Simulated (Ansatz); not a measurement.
## ZnS, response to strain

The parent structure is ZnS in the wurtzite structure (space group P6_3mc, No. 186; a = 3.7383 Å, c = 6.1429 Å). Axes: x lies along a and z along c of the hexagonal cell.

Strains are applied to the cell and any free atomic positions relax.

All numbers come from DFT with LDA, PAW potentials and a 420 eV plane-wave cutoff in Ansatz (an electronic-structure program), no spin-orbit coupling.

Notes on the quantities. energy relative to the base: free energy F.

```csv
case,energy relative to the base,band gap,volume per atom,electron mass
base,0 meV/atom,2.19 eV,18.59 Å³,"0.15 mₑ along c, 0.18 mₑ across (at Γ)"
uniaxial strain ε_zz = −3.00 %,+8.9 meV/atom,2.37 eV,18.03 Å³,–
uniaxial strain ε_zz = −2.40 %,+5.6 meV/atom,2.36 eV,18.14 Å³,"0.17 mₑ along z, 0.18 mₑ across (at Γ)"
uniaxial strain ε_zz = −1.80 %,(withheld),(withheld),18.25 Å³,"0.17 mₑ along z, 0.18 mₑ across (at Γ)"
uniaxial strain ε_zz = −1.20 %,+1.4 meV/atom,2.28 eV,18.36 Å³,"0.16 mₑ along z, 0.18 mₑ across (at Γ)"
uniaxial strain ε_zz = −0.60 %,+0.3 meV/atom,2.24 eV,18.47 Å³,"0.16 mₑ along z, 0.18 mₑ across (at Γ)"
```

Task: Some entries are withheld; estimate them.

Result: 
- uniaxial strain ε_zz = −1.80 %, energy relative to the base: +3.1 meV/atom
- uniaxial strain ε_zz = −1.80 %, band gap: 2.33 eV

Masses are band curvatures over ±0.01 Å⁻¹ around the edge. Semilocal Kohn–Sham gaps tend to fall short of experiment. No phonon test of stability was made.
